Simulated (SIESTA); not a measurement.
# Worked example: self-consistent single point of Ti6O (P-31m, 7 atoms in the cell) in SIESTA

Method: GGA PBEsol, numerical atomic orbitals DZP, PseudoDojo PBEsol standard norm-conserving potentials (rewritten from UPF to PSML) (SIESTA).

The input file:

```
# files in the folder: Ti.psml O.psml (PseudoDojo PBEsol standard)
SystemName  Ti6O
SystemLabel ti6o

NumberOfAtoms                7
NumberOfSpecies              2
%block ChemicalSpeciesLabel
  1 22 Ti
  2 8 O
%endblock ChemicalSpeciesLabel
LatticeConstant              1.0 Ang
%block LatticeVectors
     5.104790000    0.000000000    0.000000000
    -2.552395000    4.420878000    0.000000000
     0.000000000    0.000000000    4.730550000
%endblock LatticeVectors
AtomicCoordinatesFormat      Bohr
%block AtomicCoordinatesAndAtomicSpecies
     3.226130840    5.587822752    2.330781213  1
     1.597196672    2.766425898    6.608662706  1
     3.194393345    0.000000000    2.330781213  1
     6.452261679    0.000000000    6.608662706  1
    -1.597196672    2.766425898    2.330781213  1
    -3.226130840    5.587822752    6.608662706  1
     0.000000000    0.000000000    0.000000000  2
%endblock AtomicCoordinatesAndAtomicSpecies

XC.functional                GGA
XC.authors                   PBEsol
PAO.BasisSize                DZP
PAO.EnergyShift              0.01 Ry
MeshCutoff                   300 Ry
%block kgrid.MonkhorstPack
    5   0   0  0.0
    0   5   0  0.0
    0   0   5  0.0
%endblock kgrid.MonkhorstPack
OccupationFunction           MP
OccupationMPOrder            0
ElectronicTemperature        580.23 K

MaxSCFIterations             150
SCF.Mixer.Method             Pulay
SCF.Mixer.Weight             0.25
SCF.Mixer.History            6
SCF.DM.Tolerance             1.0E-05
Diag.ParallelOverK           true
WriteForces                  true
```

Output (repeated stretches shortened):

```
reinit: Reading from file input.fdf

reinit: System Name: Ti6O
reinit: System Label: ti6o

coor:   Atomic-coordinates input format  =     Cartesian coordinates
coor:                                            (in Bohr units)

siesta: Atomic coordinates (Bohr) and species
siesta:      3.22613   5.58782   2.33078  1        1
siesta:      1.59720   2.76643   6.60866  1        2
siesta:      3.19439   0.00000   2.33078  1        3
siesta:      6.45226   0.00000   6.60866  1        4
siesta:     -1.59720   2.76643   2.33078  1        5
siesta:     -3.22613   5.58782   6.60866  1        6
siesta:      0.00000   0.00000   0.00000  2        7

siesta: System type = bulk

initatomlists: Number of atoms, orbitals, and projectors:      7   127   121

siesta: ******************** Simulation parameters ****************************
redata: Spin configuration                          = none
redata: Time-Reversal Symmetry                      = T
redata: Number of Atomic Species                    =        2
redata: Mesh Cutoff                                 =   300.0000 Ry
redata: Net charge of the system                    =     0.0000 |e|
redata: Min. number of SCF Iter                     =        0
redata: Max. number of SCF Iter                     =      150
redata: SCF convergence failure will abort job
redata: SCF mix quantity                            = Hamiltonian
redata: Mix DM or H after convergence               =   F
redata: Recompute H after scf cycle                 =   F
redata: Mix DM in first SCF step                    =   T
redata: No kicks to SCF
redata: DM Mixing Weight for Kicks                  =     0.5000
redata: Require Harris convergence for SCF          =   F
redata: Harris energy tolerance for SCF             =     0.000100 eV
redata: Require DM convergence for SCF              =   T
redata: DM tolerance for SCF                        =     0.000010
redata: Require EDM convergence for SCF             =   F
redata: EDM tolerance for SCF                       =     0.001000 eV
redata: Require H convergence for SCF               =   T
redata: Hamiltonian tolerance for SCF               =     0.001000 eV
redata: Require (free) Energy convergence for SCF   =   F
redata: (free) Energy tolerance for SCF             =     0.000100 eV
redata: Using DFT-D3 dispersion                     =   F
redata: Using Saved Data (generic)                  =   F
redata: Method of Calculation                       = Diagonalization
redata: Electronic Temperature                      =   580.2300 K
redata: Number of TDED substeps                     =        3
redata: Dynamics option                             = Single-point calculation
redata: Save all siesta data in one NC              =   F
redata: ***********************************************************************

%block SCF.Mixers
  Pulay
%endblock SCF.Mixers

%block SCF.Mixer.Pulay
  # Mixing method
  method pulay
  variant stable

  # Mixing options
  weight 0.2500
  weight.linear 0.2500
  history 6
%endblock SCF.Mixer.Pulay

DM_history_depth set to one: no extrapolation allowed by default for geometry relaxation
Size of DM history Fstack: 1
Total number of electrons:    78.000000
Total ionic charge:    78.000000

* ProcessorY, Blocksize:    1  64

* Orbital distribution balance (max,min):   127   127

 Kpoints in:           75 . Kpoints trimmed:           63

siesta: k-grid: Number of k-points = 63
siesta: k-points from Monkhorst-Pack grid
siesta: k-cutoff (effective) =    11.826 Ang
siesta: k-point supercell and displacements
siesta: k-grid:     5     0     0      0.000
siesta: k-grid:     0     5     0      0.000
siesta: k-grid:     0     0     5      0.000

diag: Algorithm                                     = D&C
diag: Parallel over k                               =   F
diag: Use parallel 2D distribution                  =   F
diag: Parallel block-size                           = 64
diag: Parallel distribution                         =     1 x     1
diag: Used triangular part                          = Lower
diag: Absolute tolerance                            =  0.100E-15
diag: Orthogonalization factor                      =  0.100E-05
diag: Memory factor                                 =  1.0000

superc: Internal auxiliary supercell:     5 x     5 x     5  =     125
superc: Number of atoms, orbitals, and projectors:    875  15875  15125

                        Single-point calculation

superc: Internal auxiliary supercell:     5 x     5 x     5  =     125
superc: Number of atoms, orbitals, and projectors:    875  15875  15125

outcell: Unit cell vectors (Ang):
        5.104790    0.000000    0.000000
       -2.552395    4.420878    0.000000
        0.000000    0.000000    4.730550

outcell: Cell vector modules (Ang)   :    5.104790    5.104790    4.730550
outcell: Cell angles (23,13,12) (deg):     90.0000     90.0000    120.0000
outcell: Cell volume (Ang**3)        :    106.7574
new_DM -- step:     1
Initializing Density Matrix...

Attempting to read DM from file... Failed...
DM filled with atomic data:

InitMesh: MESH = 48 x 48 x 50 = 115200
InitMesh: Mesh cutoff (required, used) =   300.000   308.758 Ry

stepf: Methfessel-Paxton step function
       Using Hermite-Gauss polynomials of order  0

        iscf     Eharris(eV)        E_KS(eV)     FreeEng(eV)     dDmax    Ef(eV) dHmax(eV)
   scf:    1   -10067.594429   -10122.399450   -10122.406878  1.441584 -4.539961  6.438660
   scf:    2   -10132.969113   -10128.581985   -10128.588131  0.131469 -5.191463  2.860012
   scf:    3   -10130.811043   -10129.960565   -10129.966922  0.080381 -5.651765  0.557008
   scf:    4   -10130.045227   -10130.018031   -10130.024843  0.019005 -5.762579  0.060944
   scf:    5   -10130.020018   -10130.019278   -10130.026044  0.006246 -5.765634  0.019880
   scf:    6   -10130.019283   -10130.019330   -10130.026096  0.001220 -5.765870  0.018989
   [... 3 lines left out ...]
   scf:   10   -10130.019425   -10130.019422   -10130.026177  0.000273 -5.766538  0.000402
   scf:   11   -10130.019421   -10130.019421   -10130.026177  0.000071 -5.766599  0.000299
   scf:   12   -10130.019421   -10130.019421   -10130.026177  0.000014 -5.766612  0.000385
   scf:   13   -10130.019421   -10130.019421   -10130.026177  0.000026 -5.766636  0.000063
   scf:   14   -10130.019421   -10130.019421   -10130.026177  0.000003 -5.766639  0.000058

SCF Convergence by DM+H criterion
max |DM_out - DM_in|         :     0.0000029223
max |H_out - H_in|      (eV) :     0.0000576459
SCF cycle converged after 14 iterations

Using DM_out to compute the final energy and forces

siesta: E_KS(eV) =           -10130.0194

siesta: E_KS - E_eggbox =    -10130.0194

siesta: Atomic forces (eV/Ang):
     1    0.037344    0.064683   -0.060347
     2   -0.037346   -0.064685    0.060347
     3   -0.074591   -0.000006   -0.060344
     4    0.074582    0.000006    0.060341
     5    0.037287   -0.064596   -0.060343
     6   -0.037289    0.064599    0.060343
     7    0.000014   -0.000001    0.000004
   Tot   -0.000000    0.000000    0.000000
   Max    0.074591
   Res    0.051297    sqrt( Sum f_i^2 / 3N )
   Max    0.074591    constrained

Stress tensor Voigt[x,y,z,yz,xz,xy] (kbar):       67.92       67.99       52.18       -0.00       -0.00        0.07
(Free)E + p*V (eV/cell)   -10134.2037
Target enthalpy (eV/cell)   -10130.0262

siesta: Program's energy decomposition (eV):
siesta: Ebs     =     -2427.170797
siesta: Eions   =     15055.416808
siesta: Ena     =      2183.557350
siesta: Ekin    =      4138.865129
siesta: Enl     =        -7.971727
siesta: Eso     =         0.000000
siesta: Edftu   =         0.000000
siesta: DEna    =       130.607887
siesta: DUscf   =         3.469701
siesta: DUext   =         0.000000
siesta: Ex      =     -1407.526641
siesta: Ec      =      -115.604312
siesta: Exc     =     -1523.130952
siesta: Eharris =    -10130.019421
siesta: Etot    =    -10130.019421
siesta: FreeEng =    -10130.026177

siesta: Atomic forces (eV/Ang):
siesta:      1    0.037344    0.064683   -0.060347
siesta:      2   -0.037346   -0.064685    0.060347
siesta:      3   -0.074591   -0.000006   -0.060344
siesta:      4    0.074582    0.000006    0.060341
siesta:      5    0.037287   -0.064596   -0.060343
siesta:      6   -0.037289    0.064599    0.060343
siesta:      7    0.000014   -0.000001    0.000004
siesta: ----------------------------------------
siesta:    Tot   -0.000000    0.000000    0.000000

siesta: Stress tensor (static) (eV/Ang**3):
siesta:     0.042390    0.000042   -0.000000
siesta:     0.000042    0.042439   -0.000000
siesta:    -0.000000   -0.000000    0.032566

siesta: Cell volume =        106.757415 Ang**3

siesta: Pressure (static):
siesta:                Solid            Molecule  Units
siesta:          -0.00042619         -0.00045325  Ry/Bohr**3
siesta:          -0.03913141         -0.04161593  eV/Ang**3
siesta:         -62.69543834        -66.67607263  kBar
```

The run converged in 14 iterations.

The starting cell comes from a database of computed structures (which also holds hypothetical and non-ambient phases and stackings), without a prior relaxation at this level. Spin polarisation is off, so a magnetic state, if there is one, cannot be reached. Values carry the incompleteness of an atom-centred basis. With a pressure of about -6 GPa the cell is away from its equilibrium volume at this level.

Cost on one core of a shared machine: roughly 30 s.
